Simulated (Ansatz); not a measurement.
Take BP in the zinc blende structure (space group F-43m, No. 216; a = 4.537 Å) as the base.

It is then changed as follows: every lattice vector is shortened by 2.50 %; the atoms relax in the strained cell.

The values are results of Ansatz (an electronic-structure program), r2SCAN, PAW, cutoff 500 eV, spin-orbit coupling left out, not measurements.

Base, band edges from the VBM (valence, conduction): X -4.36, 1.50; W -5.74, 5.74; L -1.87, 4.11; Γ 0.00, 3.60; K -3.71, 2.37; U -3.71, 2.37 eV.

Question: Give the band edges at the high-symmetry points of the new zone, measured from its valence-band maximum.

Answer: 
```tsv
point	valence edge (eV)	conduction edge (eV)
Γ	0.00	3.73
X	-4.65	1.35
U	-3.96	2.30
K	-3.96	2.30
L	-1.97	4.60
W	-6.21	5.73
```

The gap is 1.30 eV, indirect, Γ → Γ–X (84 % along).

Whether these cells are dynamically stable was not tested.
